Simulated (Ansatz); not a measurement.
# HfS2: pressure series

Consider HfS$_{2}$ in the CdI2 type structure (space group P-3m1, No. 164; layered, stacked along the Cartesian z axis).

```yaml
crystal:
  lattice:
    - [3.60570, 0.00000, 0.00000]
    - [-1.80285, 3.12263, 0.00000]
    - [0.00000, 0.00000, 5.76763]
  atoms:
    - { symbol: Hf, position: [0.00000, 0.00000, 0.00000] }
    - { symbol: S, position: [0.33333, 0.66667, 0.25252] }
    - { symbol: S, position: [0.66667, 0.33333, 0.74748] }
```

Cell and atoms are relaxed at each pressure.

Method: plane-wave PAW DFT at the PBE-D3(BJ) level (Ansatz, a quantum-chemistry and plane-wave program, 420 eV), spin-orbit coupling left out.

Candidates:
(a) pressure 7.5 GPa
(b) pressure 3 GPa
(c) pressure 0.3 GPa
(d) pressure −1 GPa

Before the change:

The band gap comes out as 0.85 eV.

Task: Order them by band gap, lowest first.

Result: (a) pressure 7.5 GPa (0.12 eV), (b) pressure 3 GPa (0.49 eV), (c) pressure 0.3 GPa (0.80 eV), (d) pressure −1 GPa (1.03 eV)

Spin-orbit coupling, missing from the scalar runs, can matter with Hf. Load acts through the strain it causes; cell and atoms are relaxed under it. Whether these cells are dynamically stable was not tested. No other phases were tried under pressure. A zero or small gap of HfS2 under pressure 7.5 GPa can be the functional's error rather than a property of the material.
